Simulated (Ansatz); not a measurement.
# Parameter sweep on MgWBr4O (C2, 7 atoms in the cell)

```
MgWBr4O
1.0
    6.69362    -1.96629     0.00000
    6.69362     1.96629     0.00000
   -6.69104     0.00000     6.69445
Mg W Br O
1 1 4 1
Direct
  0.23117   0.76883   0.50000
  0.98446   0.01554   0.00000
  0.01395   0.14497   0.35024
  0.85503   0.98605   0.64976
  0.75809   0.70041   0.80867
  0.29959   0.24191   0.19133
  0.48415   0.51585   0.00000
```
Moments meant for the start (each program seeds them in its own way; μB, in the order of the atoms Mg W Br Br Br Br O): 0.0 1.0 0.0 0.0 0.0 0.0 0.0.

Base run A: PBEsol+U, PAW files made with PBE run with Ansatz (a first-principles code), self-consistent single point.

Its settings: kpoints.mp_grid.grid = 4 4 2; hamiltonian.xc = pbesol; hamiltonian.pseudopotentials = {kind: paw} (the program's default PAW files); hamiltonian.hubbard.sites = [{species: W, l: d, u_eff: 6.2}] eV; hamiltonian.hubbard.projectors = ortho-atomic; magnetization.spin_polarized = true; scf.occupations.method = gaussian; scf.occupations.width = 0.01 eV.

The starting cell comes from a database of computed structures (which also holds hypothetical and non-ambient phases and stackings), without a prior relaxation at this level. Spin-orbit coupling is off. With one magnetic atom in the cell only a parallel order is possible. With U or open f shells several self-consistent states can exist. Ansatz's pressure includes its estimate of the finite-basis (Pulay) stress.

ΔF is the free energy per atom less that of run A. 

These are the values that this program gave, and no reference: magnets with a U can end in a higher state.

Run A gave: pressure (GPa) -2.86; largest force (eV/Å) 0.223; gap on the mesh (eV) 0.709; size of the net moment (μB/atom) 0.29; Hubbard energy (eV/atom) 0.665; iterations 22.

Runs:
- B: scf.mixing.algorithm, scf.mixing.beta_mag = broyden, 0.2
- C: scf.mixing.algorithm, scf.mixing.beta_mag = broyden, 0.5
- D: scf.mixing.algorithm, scf.mixing.beta_mag = broyden, 1
- E: scf.mixing.algorithm, scf.mixing.beta_mag = broyden, 2

Task: Which runs reach the base run's state, and which is quickest in iterations?

Result: Runs B, C, D, E ended on the same solution as A (within 1 meV/atom and 0.1 μB a site). The fewest iterations to that state were 22 (A); the most were 30.

```tsv
run	ΔF (meV/atom)	pressure (GPa)	largest force (eV/Å)	gap on the mesh (eV)	size of the net moment (μB/atom)	Hubbard energy (eV/atom)	iterations
A	0.00	-2.86	0.223	0.709	0.29	0.665	22
B	0.00	-2.86	0.223	0.709	0.29	0.665	27
C	0.00	-2.86	0.223	0.709	0.29	0.665	25
D	0.00	-2.86	0.223	0.709	0.29	0.665	24
E	0.00	-2.86	0.223	0.709	0.29	0.665	30
```

Keys are those of Ansatz 0.2.
